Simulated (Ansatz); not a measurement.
## WRu3 (model structure, started from the A15 type, Pm-3n, No. 223, 8 atoms in the cell)

These are PBEsol in Ansatz (PAW) values and carry that method's errors.

Numerical settings: plane-wave cutoff 520 eV, 12×12×12 k mesh, Fermi–Dirac smearing 0.05 eV, no spin polarisation, scalar-relativistic PAW data made under PBE.

Cell (relaxed at this level):

```cif
data_Ru6W2
_chemical_formula_sum 'Ru6 W2'
_space_group_name_H-M_alt 'Pm-3n'
_space_group_IT_number 223
_space_group_name_Hall '-P 4n 2 3'
_cell_length_a 4.85285
_cell_length_b 4.85285
_cell_length_c 4.85285
_cell_angle_alpha 90.000
_cell_angle_beta 90.000
_cell_angle_gamma 90.000
loop_
_atom_site_label
_atom_site_type_symbol
_atom_site_symmetry_multiplicity
_atom_site_Wyckoff_symbol
_atom_site_fract_x
_atom_site_fract_y
_atom_site_fract_z
_atom_site_occupancy
Ru1 Ru 6 c 0.00000 0.50000 0.25000 1
W1 W 2 a 0.00000 0.00000 0.00000 1
```

For WRu3 (model structure, started from the A15 type, Pm-3n, No. 223, 8 atoms in the cell), the bulk modulus is 320 GPa.

Note: the run has no spin polarisation, so it can have missed a magnetic state; the bulk modulus is −V dP/dV from two relaxed cells at ±2 % in volume; the relaxation could raise the start's symmetry but not lower it, so the cell can be a saddle point.

Spin–orbit coupling is not included.

Static lattice: no zero-point or thermal effects.

It cost very roughly 4 core-minutes of CPU time.

A model structure was made by putting elements into a prototype or built by hand; it is no filed structure, need not be a known phase, and can be a saddle point held by its symmetry.

Ansatz is a program for electronic structure.
